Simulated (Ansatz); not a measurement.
A user runs Ansatz (a program for electronic structure) on MgAl (R-3m, 2 atoms in the cell) and asks whether the run is sound. The aim is a self-consistent single point with DFT, PBEsol, plane waves, default PAW files made with PBE.

Cell that was meant: a = 5.3273 Å, b = 5.3273 Å, c = 5.3273 Å, α = 32.80°, β = 32.80°, γ = 32.80°.

Part of the input:

Ansatz 0.2 input:
```yaml
    - { symbol: Mg, position: [0.500000, 0.500000, 0.500000] }
    - { symbol: Al, position: [0.000000, 0.000000, 0.000000] }
kpoints:
  mp_grid: { grid: [1, 1, 1], shift: [0.5, 0.5, 0.5] }
hamiltonian:
  xc: pbesol
  pseudopotentials: { kind: paw }
```

Log, with long lists cut:

```
WARN basis.ecutwfc = 420 eV, the default
WARN ansatz: RAYON_NUM_THREADS=1 ignored (pool sized by the plan → 1); use --threads N
   [... lines left out ...]
PAW frozen core: Al, regenerated for the run's functional, and the local potential with it
Initial density: superposition of atomic densities (neutral atoms: chi_scale 0, normalization atom), corrected by the library's trained network
Initial wavefunctions: pseudopotential atomic-orbital guess
Eigensolver: davidson
Functional: x = pbesol(κ = 0.804, μ = 0.12345679012345678), c = pbesol(β = 0.046)
SCF iter   1: F=—  HF=-2444.349422 eV  |F-HF|=—  |Δ(HF+E_count)|=         —  Δρ=2.57e-2  dr2=7.65e-1  ethr=1.77e-3  ⟨swp⟩=5.0  Hψ=71  notcnv=0
all-band conjugate gradients solve this SCF's bands
preconditioner: auto → none
SCF iter   2: F=—  HF=-2444.245176 eV  |F-HF|=—  |Δ(HF+E_count)|=   1.04e-1  S|Δr|=    0.00e0  Δρ=1.82e-2  dr2=4.50e-1  ethr=1.77e-3  ⟨swp⟩=2.0  Hψ=23  notcnv=0
SCF iter   3: F=—  HF=-2444.072035 eV  |F-HF|=—  |Δ(HF+E_count)|=   1.73e-1  S|Δr|=    0.00e0  Δρ=4.31e-3  dr2=3.01e-2  ethr=1.77e-3  ⟨swp⟩=3.0  Hψ=19  notcnv=0
SCF iter   4: F=—  HF=-2444.058693 eV  |F-HF|=—  |Δ(HF+E_count)|=   1.33e-2  S|Δr|=    0.00e0  Δρ=2.66e-4  dr2=2.46e-5  ethr=2.32e-4  ⟨swp⟩=2.0  Hψ=24  notcnv=0
SCF iter   5: F=—  HF=-2444.058666 eV  |F-HF|=—  |Δ(HF+E_count)|=   2.69e-5  S|Δr|=    0.00e0  Δρ=8.02e-5  dr2=1.14e-6  ethr=1.89e-7  ⟨swp⟩=2.0  Hψ=18  notcnv=0
SCF iter   6: F=-2444.058666 eV  HF=-2444.058666 eV  |F-HF|=4.98e-8  |Δ(HF+E_count)|=   1.19e-7  S|Δr|=    0.00e0  Δρ=1.23e-5  dr2=6.77e-8  ethr=7.69e-10  ⟨swp⟩=6.0  Hψ=60  notcnv=0
SCF 1 converged in 6 iterations: F = -2444.058666 eV  dr2 = 6.77e-8
Stability not checked (fill_not_monotonic)
Free energy (F): -2444.058666 eV
Internal energy: -2444.025848 eV  (E = F + TS)
E sigma→0 (E₀):  -2444.047727 eV
Entropy (-TS):   -0.032818 eV (-16.409 meV/atom)
Fermi energy:    10.274573 eV
--- Forces (eV/Å), atoms counted from 1 ---
  atom   1  Mg     0.00000000     0.00000000     0.00000000
  atom   2  Al     0.00000000     0.00000000     0.00000000
--- Stress (GPa, compression-positive) ---
      -67.503056       0.000000       0.000000
       -0.000000     -67.503056       0.000005
        0.000000       0.000005      76.033534
  P = ⅓ Tr σ = -19.6575 GPa (-196.575 kbar)
  The stress holds the Pulay correction. Without it, at fixed plane waves, as pw.x and ABINIT print it: P = -19.6893 GPa
```

Q: Can these results be used? Check the input.

A: The run is not sound. The fault is a single k-point for a small metallic cell. One k-point cannot sample the Fermi surface of a small cell. To fix it, use a converged k-point mesh. The run converged in 6 iterations without an error; against the sound input the free energy goes down by 3.77 eV/atom and the pressure goes from -1.68 to -19.66 GPa.

The sound input it was made from differs as follows (other fixes are possible):
```diff
-  mp_grid: { grid: [1, 1, 1], shift: [0.5, 0.5, 0.5] }
+  mp_grid: { grid: [13, 13, 13], shift: [0.5, 0.5, 0.5] }
```

With that input, the run converged in 6 iterations: free energy E − TS (on the zero of these files) -2436.5162 eV; Fermi level (on the code's own zero) 6.44 eV; pressure -1.68 GPa (DFT, PBEsol, plane waves, default PAW files made with PBE).

On the sound input: the starting cell comes from a database of computed structures (which also holds hypothetical and non-ambient phases and stackings), without a prior relaxation at this level. Its lattice was rescaled by a random factor within 2.5 % of one. Ansatz's pressure includes its estimate of the finite-basis (Pulay) stress.
